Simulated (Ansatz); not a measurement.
# Sensitivity of a calculation on KSiPCO₇ (P2_1, 22 atoms in the cell) to its settings

```
CELL_PARAMETERS angstrom
      5.09733     0.00000     0.00000
      0.00000     6.00884     0.00000
     -0.21669     0.00000    10.10866
ATOMIC_POSITIONS crystal
  K  0.24878 0.63243 0.79021
  K  0.75122 0.13243 0.20979
  Si 0.76707 0.22208 0.64557
  Si 0.23293 0.72208 0.35443
  P  0.73537 0.72544 0.55226
  P  0.26463 0.22544 0.44774
  C  0.71257 0.25654 0.86585
  C  0.28743 0.75654 0.13415
  O  0.31947 0.79877 0.01657
  O  0.68053 0.29877 0.98343
  O  0.94153 0.23425 0.80378
  O  0.05847 0.73425 0.19622
  O  0.52237 0.23526 0.77163
  O  0.47763 0.73526 0.22837
  O  0.76763 0.92504 0.64730
  O  0.23237 0.42504 0.35270
  O  0.76967 0.52461 0.64550
  O  0.23033 0.02461 0.35450
  O  0.05749 0.22498 0.55492
  O  0.94251 0.72498 0.44508
  O  0.45333 0.72273 0.49264
  O  0.54667 0.22273 0.50736
```

Base run A: Ansatz (a program for electronic structure) with PBEsol, default PAW files made with PBE, self-consistent single point.

Its settings: basis.ecutwfc = 420 eV; kpoints.mp_grid.grid = 4 3 2; hamiltonian.xc = pbesol; hamiltonian.pseudopotentials = {kind: paw} (the program's default PAW files); scf.occupations.method = fixed.

The starting cell comes from a database of computed structures (which also holds hypothetical and non-ambient phases and stackings), without a prior relaxation at this level. In the base run, forces exceed 1 eV/Å. Ansatz's pressure includes its estimate of the finite-basis (Pulay) stress.

ΔF is the free energy per atom less that of run A. A dash stands where there is no value to compare (another energy zero or no entropy term, no result, no spin, no clean gap, or a mesh too coarse for one). Total energies depend on the potentials, the functional and any Hubbard or dispersion term, so they are compared only between runs that share all of them.

Runs:
- B: scf.occupations.method: fixed → cold; scf.occupations.width: default → 0.5 eV
- C: hamiltonian.dispersion: default → d3bj [PBEsol-D3BJ]
- D: crystal.symmetry.detect: default → false
- E: kpoints.mp_grid.grid: 4 3 2 → 3 3 2
- F: scf.convergence.dr2_threshold: default (1e-07 eV) → 1e-06 eV
- G: scf.eigensolver.kind: default (the program chose band_cg) → davidson
- H: scf.mixing.preconditioner: default (the program chose Resta) → kerker; scf.mixing.q_tf: default → 3
- I: scf.mixing.algorithm: default (the program chose MSR1) → broyden

```csv
run,ΔF (meV/atom),pressure (GPa),largest force (eV/Å),gap on the mesh (eV),k-points
A,0.00,-2.67,1.044,5.163,12
B,0.00,-2.67,1.044,5.163,12
C,–,-3.78,1.041,5.163,12
D,0.00,-2.67,1.044,5.163,14
E,0.00,-2.66,1.044,5.163,8
F,0.00,-2.67,1.044,5.163,12
G,0.00,-2.67,1.044,5.163,12
H,0.00,-2.67,1.044,5.163,12
I,0.00,-2.67,1.044,5.163,12
```

Run C against A: The pressure goes from -2.67 to -3.78 GPa, the largest force hardly changes (1.044 to 1.041 eV/Å) and the gap on the mesh stays at 5.163 eV.

Run F against A: The free energy stays essentially unchanged (within 1 meV/atom), the pressure stays at -2.67 GPa, the largest force stays at 1.044 eV/Å and the gap on the mesh stays at 5.163 eV.

Run D against A: The free energy stays essentially unchanged (within 1 meV/atom), the pressure stays at -2.67 GPa, the largest force stays at 1.044 eV/Å and the gap on the mesh stays at 5.163 eV.

Keys are those of Ansatz 0.2.
